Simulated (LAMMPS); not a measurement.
Melts of Ni (fcc) with 75 % of Ni sites Pt cooled to 300 K at several rates.

Computed with classical MD, pair style eam, the elements' _u3.eam files (universal-3 set of Foiles, Baskes and Daw), run in LAMMPS.

```json
[
 {"cooling rate (K/s)": "1e+12", "energy above the crystal": "0.031 eV/atom", "state": "glass", "density": "18.7 g/cm³ (one sample)", "coordination number of Ni by Pt": "9.8 (counted to 3.42 Å)", "rough cost": "100 core-minutes"},
 {"cooling rate (K/s)": "1e+13", "energy above the crystal": "0.034 eV/atom", "state": "glass", "density": "18.6 g/cm³ (one sample)", "coordination number of Ni by Pt": "9.9 (counted to 3.46 Å)", "rough cost": "7 core-minutes"},
 {"cooling rate (K/s)": "1e+14", "energy above the crystal": "0.037 eV/atom", "state": "glass", "density": "18.6 g/cm³ (one sample)", "coordination number of Ni by Pt": "9.6 (counted to 3.42 Å)", "rough cost": "4 core-minutes"}
]
```

Costs are rough and include melting and analysis.
